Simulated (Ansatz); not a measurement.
**GaP in the zinc blende structure (space group F-43m, No. 216)**

```yaml
crystal:
  lattice:
    - [0.00000, 2.72587, 2.72587]
    - [2.72587, 0.00000, 2.72587]
    - [2.72587, 2.72587, 0.00000]
  atoms:
    - { symbol: P, position: [0.75000, 0.75000, 0.75000] }
    - { symbol: Ga, position: [0.00000, 0.00000, 0.00000] }
```

Level of theory: Ansatz (a quantum-chemistry and plane-wave program) r2SCAN, no spin-orbit coupling, earlier PAW set. k-mesh 10×10×10 (Γ-centred); smearing 0.05 eV (Fermi–Dirac).

| Property | Value |
|---|---|
| Volume per atom | 20.25 Å³ |
| Density | 4.13 g/cm³ |
| Band gap | 1.85 eV, indirect, Γ → Γ–X (87 % along) |
| Electron mass | 1.1 mₑ along k, 0.23 mₑ across |
| Hole mass (degenerate bands, along [100]) | 0.13, 0.37, 0.37 mₑ |
| Lowest conduction-band minima above the VBM | a point along ⟨100⟩, about 1.0 Å⁻¹ from Γ 1.85 eV; L along ⟨111⟩ 2.04 eV; Γ 2.36 eV |
| Total energy | -2275.246 eV/atom (σ→0; compares only within this code and set-up) |

Masses are band curvatures over ±0.01 Å⁻¹ around the edge. Along k means along the line from Γ to the band edge. Stability against distortions was not tested.
